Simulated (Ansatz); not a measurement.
Take BiB in the zinc blende structure (space group F-43m, No. 216; a = 5.456 Å; a hypothetical phase, not in the database extracts checked) as the base.

The values are results of Ansatz (a first-principles code), PBEsol, PAW, cutoff 420 eV, scalar-relativistic without spin-orbit coupling, not measurements.

Base values:

The gap character comes out as direct at Γ and the width of the top valence band comes out as 4.28 eV. The volume per atom is 20.30 Å³.

The change: cell and atoms relaxed at a pressure of 15 GPa.

Q: Estimate the effect on the gap character, width of the top valence band and volume per atom.

A: The gap character changes from direct at Γ to indirect, Γ → a point along ⟨100⟩, about 1.0 Å⁻¹ from Γ; the width of the top valence band grows by 0.72 eV (4.28 eV → 5.00 eV); the volume per atom falls by 2.57 Å³ (20.30 Å³ → 17.73 Å³).

Spin-orbit coupling, missing from the scalar runs, can matter with Bi. Load acts through the strain it causes; cell and atoms are relaxed under it. Stability against distortions was not tested. Competing high-pressure phases were not computed.
